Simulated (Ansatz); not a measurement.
## Pressure series in MoS2

Take MoS₂ in the 3R-MoS2 type structure (space group R3m, No. 160; layered, stacked along the Cartesian z axis) as the base.

```
CELL_PARAMETERS angstrom
      1.58770     0.91666     6.19535
     -1.58770     0.91666     6.19535
      0.00000    -1.83332     6.19535
ATOMIC_POSITIONS crystal
  Mo 0.00000 0.00000 0.00000
  S  0.75029 0.75029 0.75029
  S  0.58300 0.58300 0.58300
```

Cell and atoms are relaxed at each pressure.

The values are results of r2SCAN+rVV10, PAW, 500 eV (Ansatz, a first-principles code; without spin-orbit coupling), earlier PAW set, not measurements.

```tsv
change	lattice parameter a	gap character	width of the top valence band	c/a ratio	band gap
base	3.175 Å	indirect, T → k = (0.167, -1/2, -0.167) in the run's primitive reciprocal basis	1.81 eV	5.853	1.02 eV
pressure −1 GPa	3.183 Å	indirect, T → k = (0.167, -1/2, -0.167) in the run's primitive reciprocal basis	1.69 eV	6.003	1.10 eV
pressure 0.3 GPa	3.173 Å	indirect, T → Γ–S₀ (56 % along)	1.83 eV	5.822	1.00 eV
pressure 0.7 GPa	3.170 Å	indirect, T → Γ–S₀ (56 % along)	1.86 eV	(withheld)	0.96 eV
pressure 1.5 GPa	3.164 Å	indirect, T → Γ–S₀ (56 % along)	1.92 eV	(withheld)	0.90 eV
pressure 3 GPa	3.154 Å	indirect, T → Γ–S₀ (56 % along)	2.00 eV	5.650	0.80 eV
pressure 5 GPa	3.140 Å	indirect, T → Γ–S₀ (56 % along)	2.09 eV	5.575	(withheld)
pressure 7.5 GPa	3.125 Å	indirect, T → Γ–S₀ (56 % along)	2.18 eV	5.512	0.59 eV
pressure 10 GPa	3.110 Å	indirect, T → Γ–S₀ (56 % along)	2.27 eV	5.465	0.49 eV
```

Fill in the withheld entries from the trend.


- pressure 0.7 GPa, c/a ratio: 5.787
- pressure 1.5 GPa, c/a ratio: 5.728
- pressure 5 GPa, band gap: 0.70 eV

Load acts through the strain it causes; cell and atoms are relaxed under it. No phonon test of stability was made. No other phases were tried under pressure.
